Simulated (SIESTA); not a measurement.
SIESTA run on K (Im-3m, 1 atom in the cell): self-consistent single point.

Computed with SIESTA 5.4.2 with GGA PBE, numerical atomic orbitals SZP, PseudoDojo PBE standard norm-conserving potentials (rewritten from UPF to PSML).

The change in words: lattice scaled by 0.98; PAO.BasisSize: DZP → SZP. Reference geometry:
```
CELL_PARAMETERS angstrom
     -2.65320     2.65320     2.65320
      2.65320    -2.65320     2.65320
      2.65320     2.65320    -2.65320
ATOMIC_POSITIONS crystal
  K  0.00000 0.00000 0.00000
```

Reference input (self-consistent single point, DFT, GGA PBE, numerical atomic orbitals DZP, PseudoDojo PBE standard norm-conserving potentials (rewritten from UPF to PSML)): XC.functional = GGA; XC.authors = PBE; potentials = PseudoDojo PBE standard; PAO.BasisSize = DZP; PAO.EnergyShift = 0.005 Ry; MeshCutoff = 400 Ry; kgrid.MonkhorstPack = 9 9 9; OccupationFunction = FD; ElectronicTemperature = 1160.45 K; MaxSCFIterations = 150; SCF.Mixer.Method = Pulay; SCF.Mixer.Weight = 0.2. This run's input differs from it in these lines:

```diff
@@ -9,7 +9,7 @@
 %endblock ChemicalSpeciesLabel
-LatticeConstant              4.595477 Ang
+LatticeConstant              4.503568 Ang
 %block LatticeVectors
-    -0.577350295    0.577350295    0.577350295
-     0.577350295   -0.577350295    0.577350295
-     0.577350295    0.577350295   -0.577350295
+    -0.577350225    0.577350225    0.577350225
+     0.577350225   -0.577350225    0.577350225
+     0.577350225    0.577350225   -0.577350225
 %endblock LatticeVectors
@@ -22,3 +22,3 @@
 XC.authors                   PBE
-PAO.BasisSize                DZP
+PAO.BasisSize                SZP
 PAO.EnergyShift              0.005 Ry
```

Output, abridged:

```
        iscf     Eharris(eV)        E_KS(eV)     FreeEng(eV)     dDmax    Ef(eV) dHmax(eV)
   scf:    1     -816.974417     -817.418758     -817.438899  0.612185 -2.835316  1.432764
   scf:    2     -817.439047     -817.429063     -817.449211  0.022632 -2.856636  1.069184
   scf:    3     -817.451442     -817.441483     -817.461647  0.063449 -2.918995  0.012827
   scf:    4     -817.441408     -817.441449     -817.461621  0.003694 -2.928034  0.051722
   scf:    5     -817.441500     -817.441477     -817.461649  0.002989 -2.925263  0.000555
mix: Pulay -- inversion failed, > SVD [rank/size] 2 / 4
   scf:    6     -817.441477     -817.441477     -817.461649  0.000032 -2.925234  0.000007
mix: Pulay -- inversion failed, > SVD [rank/size] 2 / 5
   scf:    7     -817.441477     -817.441477     -817.461649  0.000001 -2.925233  0.000002
SCF Convergence by DM+H criterion
max |DM_out - DM_in|         :     0.0000005963
max |H_out - H_in|      (eV) :     0.0000018347
SCF cycle converged after 7 iterations

Using DM_out to compute the final energy and forces

siesta: E_KS(eV) =             -817.4415

siesta: E_KS - E_eggbox =      -817.4415

siesta: Atomic forces (eV/Ang):
     1   -0.000000   -0.000000   -0.000000
   Tot   -0.000000   -0.000000   -0.000000
   Max    0.000000
   Res    0.000000    sqrt( Sum f_i^2 / 3N )
   Max    0.000000    constrained

Stress tensor Voigt[x,y,z,yz,xz,xy] (kbar):       -5.47       -5.47       -5.47        0.00        0.00        0.00
(Free)E + p*V (eV/cell)     -817.2217
Target enthalpy (eV/cell)     -817.4616

siesta: Program's energy decomposition (eV):
siesta: FreeEng =      -817.461649

siesta: Stress tensor (static) (eV/Ang**3):
   [... lines left out ...]
siesta: Cell volume =         70.315033 Ang**3
   [... lines left out ...]
siesta:           5.46826985          5.46826985  kBar

mulliken: Atomic and Orbital Populations:

Species: K
Atom  Qatom  Qorb
               3s      4s      3py     3pz     3px     4py     4pz     4px

   1  9.000   2.025   0.694   2.025   2.025   2.025   0.068   0.068   0.068

mulliken: Qtot =        9.000

Mulliken Atomic Populations:
Atom #   charge [q] valence [e]  Species
     1    -0.000000    9.000000  K
 Total    -0.000000
```

The run converged in 7 iterations. Against the reference run the pressure goes from 0.19 to 0.55 GPa.

The starting cell has typed, rounded lattice constants, without a prior relaxation at this level. Its lattice was rescaled by up to half a per cent. For this run, on top of that: lattice scaled by 0.98. Values carry the incompleteness of an atom-centred basis.
